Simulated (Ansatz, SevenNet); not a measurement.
For BP (model structure, started from the WC type, P-6m2, No. 187, 2 atoms in the cell), the machine-learned potential SevenNet-l3i5 (trained on PBE and PBE+U data) gives:

```
Quantity              Result
-------------------  -------
lattice parameter a  3.141 Å
c axis length        2.543 Å
```

Q: What does r²SCAN+rVV10 (plane waves, PAW; Ansatz, an electronic-structure program) give for the same quantities?

A: 
- lattice constant a: 3.017 Å (decreases by 3.9 %)
- lattice parameter c: 2.627 Å (rises by 3.3 %)

Changes are worked out from the printed values.

Unless a cell is named, each level is at its own relaxed cell (SevenNet-l3i5 10.86, r²SCAN+rVV10 10.35 Å³/atom).

Ansatz's density-functional and Hartree–Fock values are scalar-relativistic unless marked +SOC, with PAW data made under PBE.

A model structure was made by putting elements into a prototype or built by hand; it is no filed structure, need not be a known phase, and can be a saddle point held by its symmetry.
